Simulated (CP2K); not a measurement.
Band structure of Na₂Cl (P4/mmm, 6 atoms in the cell).

```
CELL_PARAMETERS angstrom
      3.56747     0.00000     0.00000
      0.00000     3.56747     0.00000
      0.00000     0.00000    12.63287
ATOMIC_POSITIONS crystal
  Na 0.00000 0.00000 0.22690
  Na 0.00000 0.00000 0.77310
  Na 0.00000 0.00000 0.50000
  Na 0.50000 0.50000 0.00000
  Cl 0.50000 0.50000 0.35918
  Cl 0.50000 0.50000 0.64082
```

Method: CP2K 2026.2 with LDA (Pade form), GPW, DZVP-MOLOPT-SR-GTH basis, GTH-PADE potentials (GTH_POTENTIALS).

Settings: CUTOFF = 950 Ry; REL_CUTOFF = 60 Ry; SMEAR/METHOD = FERMI_DIRAC; ELECTRONIC_TEMPERATURE = 1578.21 K; KPOINTS/SCHEME = MONKHORST-PACK 8 8 2; GAMMA_CENTERED = T; XC_FUNCTIONAL = PADE; Na/BASIS_SET = DZVP-MOLOPT-SR-GTH-q9; Na/POTENTIAL = GTH-PADE-q9; Cl/BASIS_SET = DZVP-MOLOPT-SR-GTH-q7; Cl/POTENTIAL = GTH-PADE-q7; METHOD = GPW; EPS_DEFAULT = 1e-11; EXTRAPOLATION = USE_GUESS.

The starting cell comes from a database of computed structures (which also holds hypothetical and non-ambient phases and stackings), without a prior relaxation at this level. Its lattice was rescaled by a random factor within 2.5 % of one. Values carry the incompleteness of an atom-centred basis. The run gives no clean gap (levels at the Fermi energy touch, overlap or are partly filled at this smearing), which alone does not show that the compound is a metal.

Levels in eV from the Fermi level, bands 22 to 27:
```
point     22     23     24     25     26    27
-----  -----  -----  -----  -----  -----  ----
Γ      -4.03  -3.90  -3.90  -2.68  -0.79  0.39
X      -4.44  -3.79  -3.67  -0.04   0.30  1.63
M      -5.46  -4.96  -4.10   1.86   2.49  2.49
Z      -4.03  -3.90  -3.90  -2.52  -1.20  1.18
R      -4.44  -3.79  -3.67   0.01   0.40  1.30
A      -5.46  -4.96  -4.10   1.88   2.57  2.62
```

Bands cross the Fermi level along this path, so the cell is metallic at this level.

Higher empty bands are left out: an atom-centred basis made for the valence describes them poorly.
